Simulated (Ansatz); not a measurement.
Start from Au in the fcc (Cu type) structure (space group Fm-3m, No. 225; a = 4.083 Å).

Method: plane-wave PAW DFT at the PBEsol level (Ansatz, a first-principles code, 420 eV), without spin-orbit coupling, earlier PAW set.

For the base:

The shortest interatomic distance is 2.887 Å and the density comes out as 19.22 g/cm³.

Perturbation: cell and atoms relaxed at a pressure of 1.5 GPa.

What happens to the shortest interatomic distance?

The shortest interatomic distance drops by 0.008 Å, from 2.887 Å to 2.879 Å.

What happens to the density?

The density goes up by 0.16 g/cm³ to 19.38 g/cm³.

Load acts through the strain it causes; cell and atoms are relaxed under it. No phonon test of stability was made.
